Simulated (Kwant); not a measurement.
Device: wire with a row of barriers in a Ge (holes) two-dimensional gas. Effective mass 0.06 mₑ, grid spacing 3 nm, hard walls, nominal width 60 nm (19 grid rows, so walls 60 nm apart), one parabolic valley, scattering region 300 nm long along x; energies count from the band bottom; Fermi energy swept from 0.0013927 to 0.016538 eV. 2 barrier(s) across the wire, height 0.33 eV, thickness 6 nm (about 2 grid columns), spaced by 24 nm.

The device is made up for the run: typed textbook-type constants, with dimensions and the other settings drawn at random.

Computed with Kwant: effective-mass tight-binding model on a square grid, one spin, coherent transport at 0 K. Conductance is in e²/h.

Task: How many channels do the leads carry at E = 10.9, 12.7, 13.7 meV?

Result: The hard-wall thresholds are n² ħ²π²/(2mW²) = n² × 1.74 meV with W = 60 nm. √(10.9/1.74) = 2.50, so 2. √(12.7/1.74) = 2.70, so 2. √(13.7/1.74) = 2.80, so 2.
